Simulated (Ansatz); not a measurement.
The starting structures come from a database of crystals and need not be the phases stable at ambient conditions.

 Where the default PAW files enter, the runs use the earlier of Ansatz's two default sets.

Crystal: CaClF (P4/nmm, not sure to be the ambient phase, 6 atoms a cell, 17.1 Å³ an atom); planes in its conventional cell.

The numbers are results of r2SCAN (plane waves, PAW; Ansatz, an electronic-structure program), not measurements.

The gap is the functional's own, uncorrected, and κ follows it; spin-orbit coupling is left out. Mid-gap values are interpolated between the computed energies.

```json
[
 {"plane": "(001)", "area of the cell (Å²)": "15.0", "mid-gap κ (1/Å)": "0.48", "largest κ in the gap (1/Å)": "0.48"},
 {"plane": "(100)", "area of the cell (Å²)": "26.5", "mid-gap κ (1/Å)": "…", "largest κ in the gap (1/Å)": "…"},
 {"plane": "(111)", "area of the cell (Å²)": "40.4", "mid-gap κ (1/Å)": "…", "largest κ in the gap (1/Å)": "…"},
 {"plane": "(110)", "area of the cell (Å²)": "37.5", "mid-gap κ (1/Å)": "…", "largest κ in the gap (1/Å)": "…"}
]
```

**Question.** The slowest decay depends on the direction. Supply the withheld values.

**Answer.** 
- (100), mid-gap κ (1/Å): 0.44
- (100), largest κ in the gap (1/Å): 0.44
- (111), mid-gap κ (1/Å): 0.44
- (111), largest κ in the gap (1/Å): 0.44
- (110), mid-gap κ (1/Å): 0.44
- (110), largest κ in the gap (1/Å): 0.44
